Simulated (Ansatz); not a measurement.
Take CsPbBr3 in the cubic perovskite structure (space group Pm-3m, No. 221; a = 5.770 Å) as the base. Axes: x, y, z lie along the cube axes.

The change: tensile biaxial strain of 3.00 % in the plane normal to [001], as in epitaxy on a mismatched substrate; the out-of-plane cell vector and the atoms relax.

Computed with Ansatz (an electronic-structure program), LDA, PAW, cutoff 420 eV, no spin-orbit coupling.

**Question.** Give the band edges at the high-symmetry points of the new zone, measured from its valence-band maximum.

**Answer.** 
| point | valence edge (eV) | conduction edge (eV) |
|---|---|---|
| Γ | -2.01 | 2.67 |
| X | -1.50 | 2.42 |
| M | -0.85 | 1.95 |
| Z | -1.26 | 2.54 |
| R | -0.62 | 1.83 |
| A | 0.00 | 1.29 |

The gap is 1.29 eV, direct at A.

Spin-orbit coupling, missing from the scalar runs, can matter with Pb. Whether these cells are dynamically stable was not tested. Many cubic perovskites are stable only at high temperature; tilts and polar distortions were not tested. This is not the structure that CsPbBr3 has at room temperature and ambient pressure. Labels are those of the standard path for the cell's own space group.
